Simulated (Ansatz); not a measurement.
A self-consistent single point of MgSn (Pm-3m, 2 atoms in the cell) with Ansatz (an electronic-structure program)

Method: LDA (PW92), default PAW files made with PBE (plane waves; Ansatz).

Input:

Ansatz 0.2 input:
```yaml
crystal:
  lattice:
    - [3.634019, 0.000000, 0.000000]
    - [0.000000, 3.634019, 0.000000]
    - [0.000000, 0.000000, 3.634019]
  atoms:
    - { symbol: Mg, position: [0.000000, 0.000000, 0.000000] }
    - { symbol: Sn, position: [0.500000, 0.500000, 0.500000] }
basis:
  ecutwfc: 420.0
kpoints:
  mp_grid:
    grid: [9, 9, 9]
hamiltonian:
  xc: lda
  pseudopotentials:
    kind: paw
scf:
  occupations:
    method: gaussian
    width: 0.1
output:
  forces: true
  eigenvalues: true
  stress: true
```

Output, abridged:

```
WARN ansatz: RAYON_NUM_THREADS=1 ignored (pool sized by the plan → 1); use --threads N
Pseudopotentials: kind: paw
Pseudopotential: Mg, paw, valence charge 10
Pseudopotential: Sn, paw, valence charge 14
Crystal: 2 atoms, lattice volume = 47.991 Å³
Basis set: ecut = 420 eV, 925 PW (Γ)
Bands: 16, of which v1, the nominal top of the filled ones, is band 12 counted from 1 (11 counted from 0)
Symmetry: 48 space group operations
Space group: Pm-3m (ITA 221), of the structure as read, at distance tolerance 3.6e-5 Å
k-points: 35 of 729
PAW frozen core: Mg, regenerated for the run's functional, and the local potential with it
PAW frozen core: Sn, regenerated for the run's functional, and the local potential with it
Initial density: superposition of atomic densities (neutral atoms: chi_scale 0, normalization atom), corrected by the library's trained network
Initial wavefunctions: pseudopotential atomic-orbital guess
Eigensolver: davidson
Functional: x = slater, c = lda
SCF iter   1: F=—  HF=-7781.382000 eV  |F-HF|=—  |Δ(HF+E_count)|=         —  Δρ=7.38e-3  dr2=1.46e-2  ethr=1.77e-3  ⟨swp⟩=5.9  Hψ=2852  notcnv=0
all-band conjugate gradients solve this SCF's bands
preconditioner: auto → none
SCF iter   2: F=—  HF=-7781.372746 eV  |F-HF|=—  |Δ(HF+E_count)|=   9.25e-3  Δρ=2.59e-3  dr2=1.50e-3  ethr=6.08e-5  ⟨swp⟩=2.4  Hψ=1326  notcnv=0  defer=6
SCF iter   3: F=—  HF=-7781.372218 eV  |F-HF|=—  |Δ(HF+E_count)|=   5.28e-4  Δρ=3.69e-4  dr2=9.65e-5  ethr=6.26e-6  ⟨swp⟩=2.7  Hψ=1045  notcnv=0  defer=6
SCF iter   4: F=—  HF=-7781.372180 eV  |F-HF|=—  |Δ(HF+E_count)|=   3.88e-5  Δρ=1.42e-4  dr2=7.49e-6  ethr=4.02e-7  ⟨swp⟩=2.0  Hψ=829  notcnv=0  defer=6
SCF iter   5: F=—  HF=-7781.372179 eV  |F-HF|=—  |Δ(HF+E_count)|=   5.89e-7  Δρ=2.04e-5  dr2=1.55e-7  ethr=3.12e-8  ⟨swp⟩=1.1  Hψ=553  notcnv=0  defer=6
SCF iter   6: F=-7781.372179 eV  HF=-7781.372179 eV  |F-HF|=4.45e-9  |Δ(HF+E_count)|=   3.95e-8  Δρ=2.88e-6  dr2=3.55e-9  ethr=4.17e-10  ⟨swp⟩=6.8  Hψ=2479  notcnv=0
SCF 1 converged in 6 iterations: F = -7781.372179 eV  dr2 = 3.55e-9
SCF converged after 6 iterations
Free energy (F): -7781.372179 eV
Harris-Foulkes:  -7781.372179 eV  (|F-HF|=4.45e-9)
Internal energy: -7781.368622 eV  (E = F + TS)
E sigma→0 (E₀):  -7781.370401 eV
Entropy (-TS):   -0.003557 eV (-1.778 meV/atom)
Fermi energy:    8.822632 eV
--- Per-component energies (eV) ---
  E_band       = -436.925021
  E_kinetic    = 263.615277
  E_local      = -2413.609911  (includes V_loc(G=0)·N_el)
  E_nonlocal   = 68.310504
  E_hartree    = 1082.009980
  E_xc         = -408.047142
  E_vxc        = -136.229674  (∫ρ·V_xc dr)
  E_paw        = -4265.438289  (= ΣΔE_a)
  E_vpaw       = -383.028415  (= ΣTr[D̂ρ^β])
  E_aug_tail   = -0.000003  (compensation charges beyond the density's cutoff)
  E_ewald      = -2108.784415
  E_core_change = 0.575378  (= ΣΔE_core)
  E_smearing   = -0.003557  (= −TS)
  E_closure    = -0.000000  (closes the sum)
  Σ components = -7781.372179   (vs F -7781.372179, Δ=0.00e0)
--- Forces (eV/Å), atoms counted from 1 ---
  atom   1  Mg    -0.00000000    -0.00000000     0.00000000
  atom   2  Sn     0.00000000     0.00000000    -0.00000000
  max |Σ_I F_I| component: 6.73e-29 eV/Å
--- Stress (GPa, compression-positive) ---
       -2.451352       0.000000       0.000000
        0.000000      -2.451352       0.000000
        0.000000       0.000000      -2.451352
  P = ⅓ Tr σ = -2.4514 GPa (-24.514 kbar)
  The stress holds the Pulay correction. Without it, at fixed plane waves, as pw.x and ABINIT print it: P = -2.4642 GPa
--- Band table (eV; the first three rows and the last of 35) ---
  k-point 0: bands = ["-67.0119", "-34.4373", "-34.4373", "-34.4373", "-12.4688", "-12.4688", "-12.4068", "-12.4068", "-12.4068", "-1.2542", "9.9608", "9.9608", "9.9608", "11.5051", "12.7878", "12.7878"]
  k-point 1: bands = ["-67.0119", "-34.4378", "-34.4373", "-34.4373", "-12.4684", "-12.4603", "-12.4095", "-12.4095", "-12.4065", "-1.1209", "8.4439", "10.0915", "10.0915", "11.9787", "12.9104", "14.1988"]
  k-point 2: bands = ["-67.0118", "-34.4388", "-34.4372", "-34.4372", "-12.4672", "-12.4386", "-12.4162", "-12.4162", "-12.4059", "-0.7295", "6.4465", "10.4682", "10.4682", "12.4191", "13.2772", "16.8043"]
  k-point 34: bands = ["-67.0115", "-34.4402", "-34.4402", "-34.4402", "-12.4539", "-12.4536", "-12.4536", "-12.3555", "-12.3555", "3.7612", "7.1263", "7.1857", "7.1857", "9.8185", "10.1035", "10.1035"]
```

The run converged in 6 iterations.

The starting cell comes from a database of computed structures (which also holds hypothetical and non-ambient phases and stackings), without a prior relaxation at this level. Its lattice was rescaled by up to half a per cent. Ansatz's pressure includes its estimate of the finite-basis (Pulay) stress.
